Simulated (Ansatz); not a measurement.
# A computed series for TiSi2: point defects

Base system: a 12-atom supercell of TiSi$_{2}$ (space group Cmcm, No. 63) at its relaxed geometry.

```
CELL_PARAMETERS angstrom
      1.77307    -6.78170     0.00000
      3.54614     0.00000    -3.57984
      3.54614     0.00000     3.57984
ATOMIC_POSITIONS crystal
  Si 0.88165 0.65459 0.40459
  Si 0.88165 0.15459 0.90459
  Si 0.11835 0.34541 0.59541
  Si 0.11835 0.84541 0.09541
  Si 0.50056 0.99986 0.74986
  Si 0.50056 0.49986 0.24986
  Si 0.49944 0.00014 0.25014
  Si 0.49944 0.50014 0.75014
  Ti 0.20637 0.82341 0.57341
  Ti 0.20637 0.32341 0.07341
  Ti 0.79363 0.17659 0.42659
  Ti 0.79363 0.67659 0.92659
```

One neutral defect a cell, atoms relaxed at fixed cell.

Level of theory: PBE (Ansatz, a program for electronic structure), spin-orbit coupling left out.

| variant | largest displacement of a host atom from its site in the perfect cell | pressure |
|---|---|---|
| perfect supercell | – | 0.0 GPa |
| Hf on a Ti site, symmetric start | 0.07 Å | 5.1 GPa |
| Ti vacancy, symmetric start | 0.15 Å | -2.4 GPa |
| Si on a Ti site (antisite) | 1.39 Å | 2.3 GPa |
| Ti interstitial (started 1.72 Å from the nearest host atom) | … | … |
| H interstitial (started 1.80 Å from the nearest host atom) | 0.10 Å | 1.9 GPa |

### Question
What belongs in the blanks?

### Answer

- Ti interstitial (started 1.72 Å from the nearest host atom), largest displacement of a host atom from its site in the perfect cell: 0.52 Å
- Ti interstitial (started 1.72 Å from the nearest host atom), pressure: 25.7 GPa

The cell is small, so the values are those of an ordered compound at a high defect concentration; dilute-limit values will differ. Defects with a symmetric start kept the site's symmetry and may sit on a saddle; the others started slightly shaken. The final runs are not spin-polarised.
